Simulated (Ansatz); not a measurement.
Band structure of LaMg₆Nb (Amm2, 8 atoms in the cell).

```xyz
8
Lattice="5.0730 0.0000 0.0000 0.0000 3.2504 5.7824 0.0000 -3.2504 5.7824" Properties=species:S:1:pos:R:3 pbc="T T T"
La     0.0000     0.0000     9.3371
Mg     0.0000     1.5348     6.6409
Mg     0.0000    -1.5348     6.6409
Mg     0.0000     0.0000     3.8543
Mg     2.5365     1.5553     4.9402
Mg     2.5365    -1.5553     4.9402
Mg     2.5365     0.0000     1.9577
Nb     2.5365     0.0000     7.9480
```

Level of theory: PBEsol, PAW files made with PBE (plane waves; Ansatz, a quantum-chemistry and plane-wave program).

Settings: kpoints.mp_grid.grid = 4 3 3; hamiltonian.xc = pbesol; hamiltonian.pseudopotentials = {kind: paw} (the program's default PAW files); scf.occupations.method = gaussian; scf.occupations.width = 0.0147 Ry; kpoints.band_path.npoints = 8.

The starting cell comes from a database of computed structures (which also holds hypothetical and non-ambient phases and stackings), without a prior relaxation at this level. Its lattice was rescaled by a random factor within 2.5 % of one. Spin polarisation is off.

Levels in eV from the Fermi level, bands 39 to 46:
```json
[
 {"point": "Γ", "39": "-0.93", "40": "-0.92", "41": "-0.64", "42": "-0.24", "43": "0.54", "44": "0.66", "45": "0.96", "46": "1.13"},
 {"point": "X", "39": "-0.75", "40": "-0.48", "41": "-0.46", "42": "0.39", "43": "0.60", "44": "0.81", "45": "1.15", "46": "1.22"},
 {"point": "S", "39": "-0.99", "40": "-0.33", "41": "0.00", "42": "0.52", "43": "0.60", "44": "0.74", "45": "0.85", "46": "0.98"},
 {"point": "R", "39": "-1.34", "40": "-1.29", "41": "-0.70", "42": "-0.16", "43": "0.25", "44": "0.26", "45": "0.77", "46": "0.97"},
 {"point": "A", "39": "-1.10", "40": "-0.84", "41": "-0.75", "42": "-0.39", "43": "0.20", "44": "0.62", "45": "1.29", "46": "1.44"},
 {"point": "Z", "39": "-1.05", "40": "-1.02", "41": "-0.94", "42": "-0.65", "43": "-0.37", "44": "0.09", "45": "0.90", "46": "1.03"},
 {"point": "Y", "39": "-0.71", "40": "-0.52", "41": "-0.21", "42": "0.25", "43": "0.38", "44": "0.41", "45": "0.56", "46": "0.85"},
 {"point": "X1", "39": "-0.75", "40": "-0.48", "41": "-0.46", "42": "0.39", "43": "0.60", "44": "0.81", "45": "1.15", "46": "1.22"},
 {"point": "A1", "39": "-1.10", "40": "-0.84", "41": "-0.75", "42": "-0.39", "43": "0.20", "44": "0.62", "45": "1.29", "46": "1.44"},
 {"point": "T", "39": "-1.40", "40": "-1.25", "41": "-0.68", "42": "-0.47", "43": "-0.33", "44": "0.00", "45": "0.97", "46": "2.15"}
]
```

Bands cross the Fermi level along this path, so the cell is metallic at this level.

Keys are those of Ansatz 0.2.
